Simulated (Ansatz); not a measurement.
An Ansatz (a quantum-chemistry and plane-wave program) input (Ansatz, PBEsol, PAW, cutoff 420 eV, no spin-orbit coupling):

Ansatz 0.2 input:
```yaml
crystal:
  lattice:
    - [4.7232296616, 0, 0]
    - [0, 4.7232296616, 0]
    - [2.3616148308, -2.3616148308, 3.3904311732]
  atoms:
    - { symbol: Mg, position: [0.75, 0.75, 0.5] }
    - { symbol: Mg, position: [0.25, 0.25, 0.5] }
    - { symbol: Sn, position: [0, 0, 0] }
basis: { ecutwfc: 420, ecutrho_ratio: 4, xc_grid: 2, fft_grid_basis: typed }
kpoints: { mp_grid: { grid: [15, 15, 15] } }
hamiltonian:
  xc: pbesol
  dispersion: none
  pseudopotentials: { kind: paw }
scf: { occupations: { method: fermi_dirac, width: 0.1 } }
relax: { f_tol: 0.005, max_steps: 50, cell: { stress_tol: 0.01, fix: [a, b, gamma] } }
output: { forces: true, stress: true }
checkpoint: { write: state.ck, write_every: 1000 }
```

**Question.** Which symmetry and how many k-points will the program report, and about how many plane waves at Γ?

**Answer.** Space group I4/mmm (ITA 139) with 16 operations, k-points 288 of 3375, and 1459 plane waves at Γ.

**Question.** And the final pressure?

**Answer.** 0.58 GPa (compression positive).

The cells carry an imposed strain or load. Stability against distortions was not tested. The cell was made from Mg₂Sn (space group Fm-3m, No. 225) by this change: biaxial strain −1.00 %, plane normal [001], relaxed out of plane.
